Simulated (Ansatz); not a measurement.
**GaP (model structure, started from the CsCl type, Pm-3m, No. 221, 2 atoms in the cell)**

Calculation: PBEsol (plane waves, PAW; Ansatz, a quantum-chemistry and plane-wave program).

Numerical settings: plane-wave cutoff 520 eV, 18×18×18 k mesh, Fermi–Dirac smearing 0.05 eV, scalar-relativistic PAW data made under PBE.

Cell (relaxed at this level):

```yaml
crystal:
  lattice:
    - [3.16130, 0.00000, 0.00000]
    - [0.00000, 3.16130, 0.00000]
    - [0.00000, 0.00000, 3.16130]
  atoms:
    - { symbol: Ga, position: [0.00000, 0.00000, 0.00000] }
    - { symbol: P, position: [0.50000, 0.50000, 0.50000] }
```

- band gap = zero (no gap)
- bulk modulus B0 = 85.0 GPa

Note: the bulk modulus is −V dP/dV from two relaxed cells at ±2 % in volume; the relaxation could raise the start's symmetry but not lower it, so the cell can be a saddle point.

Spin–orbit coupling is not included.

Cost on a shared machine: about 70 core-seconds (a rough figure).

A model structure was made by putting elements into a prototype or built by hand; it is no filed structure, need not be a known phase, and can be a saddle point held by its symmetry.
